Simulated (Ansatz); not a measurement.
Consider the following.

```xyz
12
Lattice="-2.5607 2.5607 5.5602 2.5607 -2.5607 5.5602 2.5607 2.5607 -5.5602" Properties=species:S:1:pos:R:3 pbc="T T T"
Bi     0.0000     2.5607     2.7801
Bi     0.0000     0.0000     0.0000
V      2.5607     0.0000     2.7801
V      0.0000     0.0000     5.5602
O      3.2963    -1.2613     3.6845
O      1.8251     1.2613     3.6845
O      1.2613     0.7356     6.4646
O      1.2995     1.8251     0.9044
O     -0.7356     1.2613     4.6558
O      3.2963     1.2995    -0.9044
O      1.2995    -0.7356     1.8757
O      3.8220     0.7356     1.8757
```

No spin polarisation.

Calculations: DFT with r2SCAN, PAW potentials and a 500 eV plane-wave cutoff in Ansatz (a program for electronic structure), no SOC. Settings: 7×7×7 k-points, 0.05 eV Fermi–Dirac smearing.

### Question
Predict the space group.

### Answer
I4_1/a (No. 88).

### Question
Predict the pressure (mean of the normal stresses, compression positive).

### Answer
64.2 kbar.

The cells carry an imposed strain or load. Whether these cells are dynamically stable was not tested. The final runs are not spin-polarised. The cell was made from VBiO4 (space group I4_1/a, No. 88) by this change: uniaxial strain ε_zz = −4.31 %.
